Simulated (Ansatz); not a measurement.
## GaN: response to strain

The parent structure is GaN in the zinc blende structure (space group F-43m, No. 216; a = 4.455 Å). Axes: x, y, z lie along the cube axes.

Strains are applied to the cell and any free atomic positions relax; under biaxial strain the out-of-plane vector relaxes too.

Method: DFT with LDA, PAW potentials and a 420 eV plane-wave cutoff in Ansatz (an electronic-structure program), no SOC.

| biaxial strain, plane normal [111], relaxed out of plane (%) | out-of-plane strain (%) |
|---|---|
| -2.5 | 1.19 |
| -1.67 | 0.78 |
| -1.25 | ? |
| -0.83 | 0.39 |
| -0.42 | 0.19 |
| 0 | 0.00 |

### Question
Fit ε⊥ = −νε + γε² (strains in %) to the rows shown and predict the withheld row.

### Answer
Least squares on the printed values gives ν = 0.46 (the biaxial Poisson response) and γ = 0.008 (largest residual 0.01 %); this predicts 0.58 %, and the run gives 0.58 %, in agreement.

Whether these cells are dynamically stable was not tested. This is not the structure that GaN has at room temperature and ambient pressure.
